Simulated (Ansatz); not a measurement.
KTaO3, response to strain

Base system: KTaO3 in the cubic perovskite structure (space group Pm-3m, No. 221; a = 3.9520 Å).

Strains are applied to the cell and any free atomic positions relax.

Computed with LDA in Ansatz (plane waves to 420 eV, PAW, spin-orbit coupling left out).

```csv
change,band gap,shortest interatomic distance,pressure,smallest direct gap
base,2.13 eV,1.976 Å,-0.01 GPa,2.73 eV
isotropic strain +0.60 %,2.09 eV,1.988 Å,-3.77 GPa,2.70 eV
isotropic strain +1.20 %,2.05 eV,2.000 Å,-7.22 GPa,2.68 eV
isotropic strain +1.80 %,2.02 eV,2.012 Å,-10.37 GPa,2.65 eV
isotropic strain +2.40 %,1.98 eV,2.023 Å,-13.25 GPa,2.61 eV
isotropic strain +3.00 %,1.94 eV,2.035 Å,-15.88 GPa,2.58 eV
```

Spin-orbit coupling, missing from the scalar runs, can matter with Ta. Gaps are Kohn–Sham eigenvalue differences; semilocal functionals usually give less than the measured gap. Stability against distortions was not tested.

Ansatz is a first-principles code.
